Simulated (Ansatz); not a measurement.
Computed with PBE (plane waves to 420 eV, PAW; Ansatz, an electronic-structure program).

Plane-averaged electrostatic potential energy along the normal, in eV from the Fermi level, for the (111) surface of fcc Cu, (√3x√3)R30°, one Cu site of the top plane empty (bottom of the slab: a bare face, its two planes held):

(z (Å), V (eV)): (3.53, 4.80); (3.83, 4.80); (4.12, 4.80); (4.42, 4.80); (4.71, 4.79); (5.01, 4.78); (5.30, 4.76); (5.59, 4.72); (5.89, 4.62); (6.18, 4.42); (6.48, 3.98); (6.77, 3.06); (7.07, 1.01); (7.36, -4.90); (7.66, -13.02); (7.95, -16.96); (8.24, -15.29); (8.54, -8.46); (8.83, -1.38); (9.13, -0.03); (9.42, -4.39); (9.72, -12.43); (10.01, -16.98); (10.31, -15.97); (10.60, -9.63); (10.89, -2.09); (11.19, -0.01); (11.48, -3.75); (11.78, -11.77); (12.07, -16.79); (12.37, -16.28); (12.66, -10.33); (12.96, -2.56); (13.25, 0.06); (13.54, -3.06); (13.84, -10.98); (14.13, -16.53); (14.43, -16.60); (14.72, -11.17); (15.02, -3.22); (15.31, 0.03); (15.61, -2.48); (15.90, -10.20); (16.19, -16.20); (16.49, -16.80); (16.78, -11.86); (17.08, -3.84); (17.37, 0.09); (17.67, -1.87); (17.96, -6.82); (18.26, -9.70); (18.55, -9.07); (18.84, -4.92); (19.14, 0.24); (19.43, 2.56); (19.73, 3.44); (20.02, 3.87); (20.32, 4.07); (20.61, 4.16); (20.91, 4.21); (21.20, 4.23); (21.49, 4.24); (21.79, 4.25); (22.08, 4.25); (22.38, 4.25); (22.67, 4.25)

Model: 17-atom slab, 10.5 Å thick at the start with caps and adatoms (thin: gaps and levels are the slab's own), 10x10x1 mesh, Fermi-Dirac 0.1 eV, dipole correction, 6 atoms held, the rest relaxed; held to the start's symmetry, so lower structures may exist; no spin, no spin-orbit, no U. In PBE it lies 0.08 eV a 1x1 cell over the lowest computed structure of the same composition (one row in 3 of the top plane missing).

### Question
The surface cell has an area of 17.12 Å². What dipole along the normal does the step between the two vacuum levels imply?

### Answer
the top vacuum level lies 0.55 eV below the bottom one; p = −ε₀ A ΔV (ε₀ = 0.005526 e/(V·Å)) gives 0.05 e·Å a cell.
